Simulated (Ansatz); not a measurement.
Consider Hf in the hcp (Mg type) structure (space group P6_3/mmc, No. 194; a = 3.1983 Å, c = 5.0488 Å; relaxed with 0.1 eV smearing).

Computed with r2SCAN (Ansatz, an electronic-structure program; PAW; 500 eV plane waves; scalar-relativistic without spin-orbit coupling).

Strains are applied to the cell and any free atomic positions relax.

One change was made to it. Results:

| quantity | base | after |
|---|---|---|
| pressure (mean of the normal stresses, compression positive) | 0.0 GPa | -8.4 GPa |
| energy relative to the base (free energy F) | 0 meV/atom | +58 meV/atom |
| band gap | zero | zero |

Question: Name the change that was made.
A. isotropic strain +3.00 %
B. isotropic strain +1.50 %
C. isotropic strain +0.50 %

Answer: A, isotropic strain +3.00 %. For comparison, the energy relative to the base in the other runs: isotropic strain +1.50 % gives +15 meV/atom; isotropic strain +0.50 % gives +1.7 meV/atom.

Stability against distortions was not tested. All final runs are without spin polarisation.
